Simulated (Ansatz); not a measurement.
Start from PtS₂ in the CdI2 type structure (space group P-3m1, No. 164; layered, stacked along the Cartesian z axis).

```xyz
3
Lattice="3.5836 0.0000 0.0000 -1.7918 3.1035 0.0000 0.0000 0.0000 4.6568" Properties=species:S:1:pos:R:3 pbc="T T T"
Pt     0.0000     0.0000     0.0000
S      1.7918     1.0345     1.2060
S      0.0000     2.0690     3.4508
```

Cartesian axes are those of the cell as printed.

All numbers come from PBE-D3(BJ), PAW, 420 eV (Ansatz, an electronic-structure program; no SOC).

Before the change:

| Item | Value |
|---|---|
| Shortest interatomic distance | 2.395 Å |
| Pressure | 0.0 GPa |
| Band gap | zero |

Now apply this change: uniaxial strain ε_zz = −3.00 %, all other strain components held at zero; the atoms relax in the strained cell.

Problem. What does the calculation give for the energy relative to the base after the change?

Solution. The energy grows by 2.2 meV/atom.

Problem. What happens to the largest internal atomic displacement?

Solution. The largest internal atomic displacement is 0.030 Å.

Problem. What does the calculation give for the shortest interatomic distance after the change?

Solution. The shortest interatomic distance drops by 0.003 Å (2.395 Å → 2.392 Å).

Problem. Estimate the effect on the pressure.

Solution. The pressure (mean of the normal stresses, compression positive) goes from zero to 1.2 GPa.

Problem. What does the calculation give for the band gap after the change?

Solution. The band gap is still zero.

With Pt present, leaving out spin-orbit coupling can change the band edges. Whether these cells are dynamically stable was not tested. The final runs are not spin-polarised. A zero or small gap of PtS2 can be the functional's error rather than a property of the material.
